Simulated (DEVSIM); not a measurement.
Device: Mo/Si3N4/p-Si capacitor, at 300 K.

```tsv
layer (left to right)	material	thickness (nm)	Na (cm⁻³)
1	Si3N4	2.20	-
2	Si	17000	1.1e15
```

Metal gate on the left, work function 4.6 eV. Fixed charge at the semiconductor interface -6.3e12 cm⁻² (in units of +e); no interface traps.

Constants are typed, rounded textbook-type inputs, not results; the design itself was drawn at random and stands for no fabricated device. Values at 300 K.

| parameter | Si3N4 | Si |
|---|---|---|
| gap (eV) | 5.1 | 1.124 |
| affinity (eV) | 2.1 | 4.05 |
| permittivity | 7.5 | 11.7 |
| Nc (cm⁻³) | - | 2.86e19 |
| Nv (cm⁻³) | - | 3.1e19 |

Model (solved in DEVSIM): 1D Poisson equation in equilibrium, Boltzmann statistics, complete ionisation; no quantum confinement or tunnelling. Metal contacts follow the ideal Schottky-Mott rule: no Fermi-level pinning, no interface dipoles.

### Question
Tabulate band edges, carrier densities and field at 0.1 V on the gate.

### Answer
Energies count from the Fermi level of the right contact; mesh points crowd at the junctions.

```
x (μm)     Ec (eV)  Ev (eV)  n (cm⁻³)  p (cm⁻³)  field (V/cm)
---------  -------  -------  --------  --------  ------------
0.000        2.400   -2.700     < 1e2     < 1e2       1500000
0.0009633    2.547   -2.553     < 1e2     < 1e2       1500000
0.001934     2.695   -2.405     < 1e2     < 1e2       1500000
0.003175     0.785   -0.339   1800000    6.4e13          4100
0.007801     0.787   -0.337   1700000    6.8e13          4000
0.01682      0.791   -0.333   1500000    7.9e13          3900
0.03913      0.799   -0.325   1100000    1.1e14          3500
0.1216       0.823   -0.301    420000    2.8e14          2400
0.2825       0.848   -0.276    160000    7.1e14           860
0.6578       0.859   -0.265    110000    1.1e15            47
1.586        0.859   -0.265    110000    1.1e15           ≈ 0
5.021        0.859   -0.265    110000    1.1e15           ≈ 0
10.74        0.859   -0.265    110000    1.1e15           ≈ 0
14.32        0.859   -0.265    110000    1.1e15           ≈ 0
16.16        0.859   -0.265    110000    1.1e15           ≈ 0
16.65        0.859   -0.265    110000    1.1e15           ≈ 0
16.85        0.859   -0.265    110000    1.1e15           ≈ 0
16.94        0.859   -0.265    110000    1.1e15           ≈ 0
16.98        0.859   -0.265    110000    1.1e15           ≈ 0
17.00        0.859   -0.265    110000    1.1e15           ≈ 0
17.00        0.859   -0.265    110000    1.1e15           ≈ 0
17.00        0.859   -0.265    110000    1.1e15           ≈ 0
```
